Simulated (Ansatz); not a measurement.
Base system: InSb in the zinc blende structure (space group F-43m, No. 216; a = 6.450 Å). Axes: x, y, z lie along the cube axes.

Level of theory: plane-wave PAW DFT at the LDA level (Ansatz, a quantum-chemistry and plane-wave program, 420 eV), scalar-relativistic without spin-orbit coupling.

Base values:

| Quantity | Result |
|---|---|
| Band gap | zero |

Now apply this change: tensor shear ε_xy = +2.00 % (engineering shear γ = 0.0400), atoms relaxed at fixed cell.

Question: Estimate the effect on the band gap.

Answer: The band gap remains zero.

Question: How does this affect the energy relative to the base?

Answer: The energy goes up by 4.9 meV/atom.

Spin-orbit coupling, missing from the scalar runs, can matter with Sb. The cells carry an imposed strain or load. No phonon test of stability was made. The final runs are not spin-polarised. Gaps under 0.05 eV, about the width of the smearing, are given as zero. A zero or small gap of InSb can be the functional's error rather than a property of the material.
